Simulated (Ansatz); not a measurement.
Start from AlN in the wurtzite structure (space group P6_3mc, No. 186).

AlN is modelled in the hexagonal space group P6₃mc (No. 186), the wurtzite structure, Pearson symbol hP4. Cell: a = b = 3.1138 Å, c = 4.9836 Å, α = β = 90.00°, γ = 120.00°. Al on 2b sees 4 N at 1.892–1.904 Å (tetrahedral). N on 2b is coordinated by 4 Al at 1.892–1.904 Å (tetrahedral). (Neighbours: up to the widest gap in distance over summed covalent radii, below 1.35, at either atom; cation-cation and far metal-metal contacts left out.)

Levels (all Ansatz, a first-principles code, PAW): PBEsol (420 eV, spin-orbit coupling left out); r2SCAN (500 eV, scalar-relativistic without spin-orbit coupling).

The geometry is relaxed with PBEsol.

- PBEsol band gap = 4.09 eV
- PBEsol pressure = 0.00 GPa

**Question.** Predict the electron mass, band gap and pressure from r2SCAN.

**Answer.** The electron mass comes out as 0.30 mₑ (at Γ); the band gap goes up by 0.725 eV (4.09 eV → 4.82 eV); the pressure goes from zero to -1.18 GPa.

Single points use the geometry relaxed with PBEsol. Their cutoffs differ, which shifts pressures a little. Effective masses come from finite differences of ±0.01 Å⁻¹. Whether these cells are dynamically stable was not tested.
